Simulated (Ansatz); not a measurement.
Defect: C-vacancy pair (C on one host N site, one N site vacant) in wurtzite AlN, neutral cell. The step: C and the vacancy change places (C-vacancy distance between ideal sites 3.09 Å throughout); the atom moves 3.04 Å along (0.66, 0.33, 0.49) of the unit cell; the moving atom starts with neighbours Al at 1.86, 2 Al at 1.90, Al at 1.96 Å and ends with 2 Al at 1.90, 2 Al at 1.91 Å. A PBE band in Ansatz (plane-wave PAW, the Γ point alone, 72 host sites, 27 SCF runs with any check of the saddle's order, static, no finite-size correction) gives a forward barrier of 3.71 eV. The saddle point's order was not checked, and it lies on a symmetry element of the cell, where a band can be held. The charge state is imposed; whether it is stable for some Fermi level was not computed. Forms of the defect that were not tried may lie lower. The start lies 0.16 eV above the lowest site run (PBE).

Single points at the band's start and saddle point can refine it. Rough cost of one point, in units of the band's mean SCF on the same machine:

| Level | Cost of one point |
|---|---|
| PBE, a 2×2×2 k-point mesh shifted by half a step along c | about 5 |
| r2SCAN at 500 eV, the Γ point alone | about 4 |

### Question
Which of these move the barrier by more than 0.1 eV, and how far does each move it?

### Answer
PBE, a 2×2×2 k-point mesh shifted by half a step along c: +0.26 eV; r2SCAN at 500 eV, the Γ point alone: +0.40 eV. Each functional is compared with PBE at the same k-points.

Ansatz is a program for electronic structure.
